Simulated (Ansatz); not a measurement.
The parent structure is Re in the hcp (Mg type) structure (space group P6_3/mmc, No. 194; a = 2.7519 Å, c = 4.4401 Å; relaxed with 0.1 eV smearing).

Level of theory: PBEsol (Ansatz, a first-principles code, PAW, no spin-orbit coupling).

Strains are applied to the cell and any free atomic positions relax.

One change was made to it. Results:

| quantity | base | after |
|---|---|---|
| energy relative to the base (free energy F) | 0 meV/atom | +60 meV/atom |
| pressure (mean of the normal stresses, compression positive) | 0.0 GPa | -20.3 GPa |

### Question
What was done to the base?
A. isotropic strain +1.00 %
B. isotropic strain −3.00 %
C. isotropic strain −0.50 %
D. isotropic strain +2.00 %

### Answer
D, isotropic strain +2.00 %. For comparison, the energy relative to the base in the other runs: isotropic strain −3.00 % gives +159 meV/atom; isotropic strain +1.00 % gives +15 meV/atom; isotropic strain −0.50 % gives +4.1 meV/atom.

Stability against distortions was not tested. All final runs are without spin polarisation.
